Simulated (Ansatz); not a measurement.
Relaxation of the atoms of LiBH4 (P-1, 12 atoms in the cell) at several settings

```xyz
12
Lattice="4.0729 0.0000 0.0000 -0.0003 4.0804 0.0000 -0.0106 -0.0191 5.0666" Properties=species:S:1:pos:R:3 pbc="T T T"
Li     3.0392     3.0829     3.7979
Li     1.0228     0.9783     1.2687
B      1.0415     0.9823     3.8075
B      3.0206     3.0790     1.2591
H      3.0804     2.0630     1.9672
H      0.9816     1.9983     3.0995
H      4.0535     3.0540     0.5555
H      0.0086     1.0072     4.5112
H      3.0751    -0.0022     1.9339
H      0.9869     4.0634     3.1327
H      2.0493     1.0030     4.4980
H      2.0127     3.0582     0.5686
```

Base: PBEsol, default PAW files made with PBE in Ansatz (a program for electronic structure). Its settings: basis.ecutwfc = 420 eV; kpoints.mp_grid.grid = 6 6 5; hamiltonian.xc = pbesol; hamiltonian.pseudopotentials = {kind: paw} (the program's default PAW files); scf.occupations.method = gaussian; scf.occupations.width = 0.02 eV. Starting volume 7.02 Å³ per atom.

Each line gives the change from the base single point and the result:

- atoms moved at random; scf.convergence.dr2_threshold: default (1e-07 eV) → 0.001 eV; relax: default → atoms; relax.f_tol: default → 0.03 eV/Å: pressure 1.37 GPa; largest force (vector length) 0.007 eV/Å; relaxation steps 10; free energy against the base single point -10.1 meV/atom.
- atoms moved at random; relax: default → atoms; relax.f_tol: default → 0.005 eV/Å: pressure 1.38 GPa; largest force (vector length) 0.002 eV/Å; relaxation steps 14; free energy against the base single point -10.1 meV/atom.
- atoms moved at random; relax: default → atoms; relax.f_tol: default → 0.1 eV/Å: pressure 1.08 GPa; largest force (vector length) 0.126 eV/Å; relaxation steps 9; free energy against the base single point -9.2 meV/atom.

The starting cell comes from a database of computed structures (which also holds hypothetical and non-ambient phases and stackings), without a prior relaxation at this level. Ansatz's pressure includes its estimate of the finite-basis (Pulay) stress.

Keys are those of Ansatz 0.2.
